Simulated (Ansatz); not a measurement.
**HfS2, alloy series**

Consider HfS2 in the CdI2 type structure (space group P-3m1, No. 164; a = 3.606 Å, c = 5.768 Å; layered, stacked along the Cartesian z axis).

The other end (x = 1) is TaS2 in the CdI2 type structure (space group P-3m1, No. 164; layered, stacked along the Cartesian z axis): 18.51 Å³/atom, gap zero.

Ta replaces a fraction x of Hf; each row is one arrangement (x, atoms in the cell, starting space group or random), fully relaxed.

Calculations: PBE-D3(BJ) (Ansatz, a program for electronic structure; PAW; 420 eV plane waves; no spin-orbit coupling).

Notes on the quantities. mixing energy: to 0.01 eV only: unlike meshes or grids.

| change | mixing energy | shortest interatomic distance |
|---|---|---|
| base | – | 2.541 Å |
| x(Ta) = 0.25, 12 atoms, P-1 | +0.03 eV/atom | 2.474 Å |
| x(Ta) = 0.333, 9 atoms, P-31m | +0.03 eV/atom | 2.474 Å |
| x(Ta) = 0.5, 6 atoms, P2/m | +0.03 eV/atom | [?] |
| x(Ta) = 0.667, 9 atoms, C2/m | +0.02 eV/atom | [?] |
| x(Ta) = 0.667, 9 atoms, R-3 | +0.03 eV/atom | [?] |
| x(Ta) = 0.75, 12 atoms, P2/m (arrangement A) | +0.02 eV/atom | 2.458 Å |
| x(Ta) = 0.75, 12 atoms, P2/m (arrangement B) | +0.01 eV/atom | 2.413 Å |

Task: Fill in the withheld entries from the trend.

Result: 
- x(Ta) = 0.5, 6 atoms, P2/m, shortest interatomic distance: 2.467 Å
- x(Ta) = 0.667, 9 atoms, C2/m, shortest interatomic distance: 2.455 Å
- x(Ta) = 0.667, 9 atoms, R-3, shortest interatomic distance: 2.472 Å

Each cell is one ordered arrangement of few atoms, which overstates ordering effects compared with a random alloy. With Hf present, leaving out spin-orbit coupling can change the band edges. Stability against distortions was not tested. The final runs are not spin-polarised. An odd electron count without spin: Hf3TaS8, TaS2, Hf2TaS6, HfTaS4 and HfTa3S8.
